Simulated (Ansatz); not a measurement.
**Volume per atom of TaC (model structure, started from the MnP type, P6₃/mmc, No. 194, 8 atoms in the cell) at several levels of theory**

No measured value is used here.

```
level (code)         value (Å³/atom)
-------------------  ---------------
PBE (Ansatz)                   11.80
PBEsol (Ansatz)                11.52
PBE-D3(BJ) (Ansatz)            11.56
```

Density-functional levels without +SOC have no spin–orbit coupling. Ansatz's density-functional and Hartree–Fock values are scalar-relativistic unless marked +SOC, with PAW data made under PBE.

A model structure was made by putting elements into a prototype or built by hand; it is no filed structure, need not be a known phase, and can be a saddle point held by its symmetry.

Ansatz is a quantum-chemistry and plane-wave program.
